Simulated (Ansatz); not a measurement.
Levels about the gap of amorphous Hf17O36Al (54 atoms in a cell of 696 Å³, 8.68 g/cm³; zone centre alone, so wide bands show as single levels with stretches between that a denser mesh fills), at the geometry that PBE relaxed, where it gives 1.6 GPa on a denser mesh. The participation number counts the atoms over which a state spreads; weights are charges in smoothed Voronoi cells. The levels come from a single point, so bond lengths are those of that geometry. Method of the levels: r2SCAN, scalar-relativistic without spin-orbit coupling (Ansatz, a quantum-chemistry and plane-wave program). Sampling: the zone centre alone; Fermi-Dirac width 0.01 eV; collinear spin, started from moments on atoms (at the end a net moment of 1.0 μB). The usual formal charges leave 1 holes over, so the level spacing at the Fermi energy parts defect or band states and needn't be the band gap. In the spin-polarised cell the level spacing at the Fermi energy can part levels of unlike spin. At PBE the levels at both edges of the gap are localised (band-tail or defect states), and the nearest spread-out levels lie 4.0 eV apart at the zone centre.

A CHGNet melt-quench gave the starting glass, which DFT then relaxed. O atoms were pushed apart under 1.9 Å during the dynamics, to hinder bonds among them. The hot cell started wider than the set density and was brought back towards it in steps. It is the lowest in DFT energy of 2 quenches. It is a model cell: composition and starting density were chosen by hand, and all elements were melted together. No dispersion term was used. Its density started from a set value of 8.68 and ended at 8.68 g/cm³. The simulated quench (nominally 300 K/ps over its main leg) is rapid and tends to freeze in more defects than a deposited or slowly cooled glass has. Values belong to this one cell and scatter from quench to quench. The volume was held where the preparation left it, at a PBE pressure of 1.6 GPa. Stress components on the final sampling reach 4.0 GPa.

| E - E(highest filled), eV | filling | spin | participation number | largest on | weight O | weight Hf | weight Al |
|---|---|---|---|---|---|---|---|
| -0.27 | filled | dn | 14.2 | O, 3 neighbours | 0.95 | 0.04 | 0.01 |
| -0.23 | filled | up | 12.4 | O, 3 neighbours | 0.95 | 0.05 | 0.00 |
| -0.23 | filled | dn | 12.4 | O, 3 neighbours | 0.95 | 0.05 | 0.00 |
| -0.22 | filled | up | 10.2 | O, 3 neighbours | 0.95 | 0.04 | 0.00 |
| -0.22 | filled | dn | 9.6 | O, 3 neighbours | 0.96 | 0.04 | 0.00 |
| 0.00 | filled | dn | 5.8 | O, 2 neighbours | 0.95 | 0.05 | 0.00 |
| 0.00 | filled | up | 5.9 | O, 2 neighbours | 0.95 | 0.05 | 0.00 |
| 0.92 | empty | dn | 2.7 | O, 3 neighbours | 0.96 | 0.04 | 0.00 |
| 4.23 | empty | up | 16.9 | Hf, 6 neighbours | 0.44 | 0.56 | 0.01 |
| 4.23 | empty | dn | 16.7 | Hf, 6 neighbours | 0.44 | 0.56 | 0.01 |
| 4.46 | empty | up | 19.5 | Hf, 6 neighbours | 0.42 | 0.58 | 0.00 |
| 4.46 | empty | dn | 19.5 | Hf, 6 neighbours | 0.42 | 0.58 | 0.00 |
| 4.66 | empty | up | 24.6 | Hf, 7 neighbours | 0.38 | 0.62 | 0.00 |
| 4.66 | empty | dn | 24.6 | Hf, 7 neighbours | 0.38 | 0.62 | 0.00 |

Most localised among these is the empty level at +0.92 eV, on a O atom, which has 3 neighbours (Hf 2.13 Å, Hf 2.17 Å, Hf 2.38 Å).
